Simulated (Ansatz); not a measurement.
System: RuAl₂ (Fddd, No. 70, 6 atoms in the cell; start mp-10910). Method: PBEsol (Ansatz, an electronic-structure program, PAW).

Run with plane-wave cutoff 520 eV, 10×10×10 k mesh, Fermi–Dirac smearing 0.01 eV, no spin polarisation, scalar-relativistic PAW data made under PBE.

Cell (relaxed at this level):

```yaml
crystal:
  lattice:
    - [0.00000, 3.98763, 4.38496]
    - [2.35058, 0.00000, 4.38496]
    - [2.35058, 3.98763, 0.00000]
  atoms:
    - { symbol: Al, position: [0.07895, 0.42105, 0.07895] }
    - { symbol: Al, position: [0.42105, 0.07895, 0.42105] }
    - { symbol: Al, position: [0.17105, 0.82895, 0.17105] }
    - { symbol: Al, position: [0.82895, 0.17105, 0.82895] }
    - { symbol: Ru, position: [0.75000, 0.75000, 0.75000] }
    - { symbol: Ru, position: [0.50000, 0.50000, 0.50000] }
```

Question: Give the computed band gap, direct gap at Γ and bulk modulus B0.

Answer: 
- band gap = 0.08 eV (on the SCF k mesh)
- direct gap at Γ = 1.68 eV
- bulk modulus B0 = 179 GPa

Note: the relaxation could not lower the start's symmetry, so the cell can be a saddle point above a distorted one; the bulk modulus is −V dP/dV from two relaxed cells at ±2 % in volume.

Spin–orbit coupling is not included; it can close the smallest gap of 0.08 eV.

Static lattice: no zero-point or thermal effects.

The result took about 2.4 core-minutes (a rough figure).

A start named mp-… is a Materials Project structure, which need not be a measured phase.
